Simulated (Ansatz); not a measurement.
Band gap of WSi₂ (P6₂22, No. 180, 9 atoms in the cell; start mp-8939; a measured phase of this formula has another space group) at several levels of theory

No measured value is used here.

| level (code) | value (eV) | cell (Å³/atom) |
|---|---|---|
| LDA (Ansatz) | 0.00 | 13.09 |
| PBEsol (Ansatz) | 0.00 | 13.31 |
| r²SCAN-D4 (Ansatz) | 0.12 | 13.23 |
| r²SCAN+rVV10 (Ansatz) | 0.12 | 13.28 |

Computed values are for a static lattice. Spin–orbit coupling is included only where a level's name says +SOC; with heavier elements it mostly lowers gaps and can invert bands. A gap of zero means that the bands touch or overlap; how far they overlap is not shown.  LDA: the run has no spin polarisation, so it can have missed a magnetic state. LDA, PBEsol, r²SCAN-D4: the relaxation could not lower the start's symmetry, so the cell can be a saddle point above a distorted one. PBEsol, r²SCAN-D4: the gap is read on the k mesh or supercell of the run alone and can be too large. Each level is taken at its own relaxed cell. Cutoffs and k meshes differ between the levels. Ansatz's density-functional and Hartree–Fock values are scalar-relativistic unless marked +SOC, with PAW data made under PBE.

A start named mp-… is a Materials Project structure, which need not be a measured phase.

Ansatz is an electronic-structure program.
